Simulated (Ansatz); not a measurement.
What uniaxial strain ε_xx = +0.97 % does to TiC

The reference is TiC in the rock salt structure (space group Fm-3m, No. 225; a = 4.328 Å; relaxed with 0.1 eV smearing). Axes: x, y, z lie along the cube axes.

Modification: the cell is stretched by 0.97 % along x with no lateral relaxation; the atoms relax in the strained cell.

Method: r2SCAN (Ansatz, a first-principles code, PAW, no SOC). Γ-centred 23×23×23 mesh, Fermi–Dirac width 0.1 eV.

| quantity | base | changed | shift |
|---|---|---|---|
| volume per atom | 10.13 Å³ | 10.23 Å³ | +0.10 Å³ |
| space group | Fm-3m (No. 225) | I4/mmm (No. 139) | – |
| energy relative to the base (free energy F) | 0 meV/atom | +1.5 meV/atom | +1.5 meV/atom |
| pressure (mean of the normal stresses, compression positive) | 0.0 GPa | -2.4 GPa | -2.4 GPa |
| band gap | zero | zero | – |
| stress (xx, yy, zz, yz, xz, xy; compression positive) | – | (-4.8, -1.2, -1.2, 0.0, 0.0, 0.0) GPa | – |

Final structure:

```xyz
2
Lattice="0.0000 2.1639 2.1639 2.1849 0.0000 2.1639 2.1849 2.1639 0.0000" Properties=species:S:1:pos:R:3 pbc="T T T"
C      0.0000     0.0000     0.0000
Ti     2.1849     2.1639     2.1639
```

Whether these cells are dynamically stable was not tested. All final runs are without spin polarisation.
